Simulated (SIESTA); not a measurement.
Input and output of a self-consistent single point for Hf₂Ge (Fmm2, 6 atoms in the cell) (SIESTA).

Method: GGA PBEsol, numerical atomic orbitals DZP, PseudoDojo PBEsol standard norm-conserving potentials (rewritten from UPF to PSML) (SIESTA 5.4.2).

The change in words: lattice scaled by 0.98. Reference geometry:
```xyz
6
Lattice="-3.2804 3.2804 2.6385 3.2804 -3.2804 2.6385 3.2804 3.2804 -2.6385" Properties=species:S:1:pos:R:3 pbc="T T T"
Hf     1.0219     2.2585     0.0000
Hf     2.2585     1.0219     2.6385
Hf     4.3377     1.0573     0.0000
Hf    -1.0219     2.2585     2.6385
Ge     0.0000     0.0000     1.3193
Ge     0.0000     0.0000     3.9578
```

Reference input (self-consistent single point, DFT, GGA PBEsol, numerical atomic orbitals DZP, PseudoDojo PBEsol standard norm-conserving potentials (rewritten from UPF to PSML)): XC.functional = GGA; XC.authors = PBEsol; potentials = PseudoDojo PBEsol standard; PAO.BasisSize = DZP; PAO.EnergyShift = 0.01 Ry; MeshCutoff = 350 Ry; kgrid.MonkhorstPack = 4 4 4; OccupationFunction = FD; ElectronicTemperature = 1160.45 K; MaxSCFIterations = 150; SCF.Mixer.Method = Pulay; SCF.Mixer.Weight = 0.1. This run's input differs from it in these lines:

```diff
@@ -10,7 +10,7 @@
 %endblock ChemicalSpeciesLabel
-LatticeConstant              5.337038 Ang
+LatticeConstant              5.230297 Ang
 %block LatticeVectors
-    -0.614648800    0.614648800    0.494382090
-     0.614648800   -0.614648800    0.494382090
-     0.614648800    0.614648800   -0.494382090
+    -0.614648843    0.614648843    0.494382059
+     0.614648843   -0.614648843    0.494382059
+     0.614648843    0.614648843   -0.494382059
 %endblock LatticeVectors
```

Output (repeated stretches shortened):

```
        iscf     Eharris(eV)        E_KS(eV)     FreeEng(eV)     dDmax    Ef(eV) dHmax(eV)
   scf:    1   -10964.642668   -10988.632842   -10988.700512  1.358738 -3.817474  4.963354
   scf:    2   -10989.890433   -10989.280571   -10989.350070  0.038990 -3.899874  4.096978
   scf:    3   -10991.164036   -10990.445593   -10990.523460  0.130807 -4.190694  1.522469
   scf:    4   -10990.627473   -10990.577434   -10990.655277  0.051341 -4.233297  0.284517
   scf:    5   -10990.473904   -10990.556300   -10990.636383  0.036662 -4.313201  0.796380
   [... 4 lines left out ...]
   scf:   10   -10990.594572   -10990.594579   -10990.673123  0.001528 -4.270870  0.002171
   scf:   11   -10990.594564   -10990.594572   -10990.673123  0.000078 -4.271157  0.001034
   scf:   12   -10990.594571   -10990.594571   -10990.673123  0.000032 -4.271191  0.000061
   scf:   13   -10990.594571   -10990.594571   -10990.673123  0.000005 -4.271193  0.000051
SCF Convergence by DM+H criterion
max |DM_out - DM_in|         :     0.0000045914
max |H_out - H_in|      (eV) :     0.0000507431
SCF cycle converged after 13 iterations

Using DM_out to compute the final energy and forces

siesta: E_KS(eV) =           -10990.5946

siesta: E_KS - E_eggbox =    -10990.5946

siesta: Atomic forces (eV/Ang):
     1   -0.204434    0.318801   -0.000010
     2    0.318801   -0.204434   -0.000010
     3   -0.593149   -0.593149   -0.001149
     4    0.430147    0.430147   -0.001765
     5    0.023466    0.023380    0.000013
     6    0.023380    0.023466    0.000013
   Tot   -0.001790   -0.001790   -0.002908
   Max    0.593149
   Res    0.275152    sqrt( Sum f_i^2 / 3N )
   Max    0.593149    constrained

   [... lines left out ...]
siesta: FreeEng =    -10990.673123
   [... lines left out ...]
siesta:    -0.050474    0.003753   -0.000002
siesta:     0.003753   -0.050474   -0.000002
siesta:    -0.000002   -0.000002   -0.062549

siesta: Cell volume =        106.894629 Ang**3

siesta: Pressure (static):
siesta:                Solid            Molecule  Units
siesta:           0.00059357          0.00064820  Ry/Bohr**3
siesta:           0.05449917          0.05951542  eV/Ang**3
siesta:          87.31728878         95.35421500  kBar
```

The run converged in 13 iterations. Against the reference run the free energy goes up by 26.9 meV/atom, the pressure goes from -0.54 to 8.73 GPa and the largest force goes from 0.698 to 0.839 eV/Å.

The starting cell comes from a database of computed structures (which also holds hypothetical and non-ambient phases and stackings), without a prior relaxation at this level. Its lattice was rescaled by up to half a per cent. One atom was moved a little off its site on purpose. For this run, on top of that: lattice scaled by 0.98. Values carry the incompleteness of an atom-centred basis. With a pressure of about 9 GPa the cell is away from its equilibrium volume at this level.

Cost on one core of a shared machine: roughly 70 s.
